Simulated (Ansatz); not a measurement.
**Pressure series in ZnSiP2**

The reference is ZnSiP2 in the chalcopyrite structure (space group I-42d, No. 122; a = 5.419 Å, c = 10.539 Å).

Cell and atoms are relaxed at each pressure.

All numbers come from PBE in Ansatz (plane waves to 420 eV, PAW, no SOC).

Candidates:
(a) pressure 7 GPa
(b) pressure 100 GPa
(c) pressure 50 GPa

Before the change:

The band gap is 1.36 eV.

Order them by band gap, highest first.

(a) pressure 7 GPa (1.19 eV), (c) pressure 50 GPa (0.44 eV), (b) pressure 100 GPa (zero)

The mesh was chosen for an insulator and is coarse for the gapless case. From pressure 100 GPa on, the axis ratios lie over 15 % from the base's, so the cell there is far from its starting form. Load acts through the strain it causes; cell and atoms are relaxed under it. Whether these cells are dynamically stable was not tested. Competing high-pressure phases were not computed. The final runs are not spin-polarised.

Ansatz is a first-principles code.
